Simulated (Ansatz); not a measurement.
The reference is Cs in the fcc (Cu type) structure (space group Fm-3m, No. 225; a = 7.577 Å; relaxed with 0.1 eV smearing). Axes: x, y, z lie along the cube axes.

All numbers come from Kohn–Sham DFT with the PBEsol functional, run in Ansatz (a first-principles code) with PAW and 420 eV plane waves, no spin-orbit coupling.

Base values:

```
Quantity             Value
---------------  ---------
Volume per atom  108.76 Å³
```

Modification: uniaxial stress, 5 GPa compression along x, with the cell and atoms free to relax against it.

Q: Predict the new volume per atom and energy relative to the base.

A: The volume per atom falls by 31.73 Å³, from 108.76 Å³ to 77.03 Å³; the energy grows by 0.412 eV/atom.

Load acts through the strain it causes; cell and atoms are relaxed under it. Stability under load was not tested beyond the relaxation. The final runs are not spin-polarised. Under uniaxial stress, 5 GPa compression along x the cell changed shape so far that it is another structure. This is not the structure that Cs has at room temperature and ambient pressure.
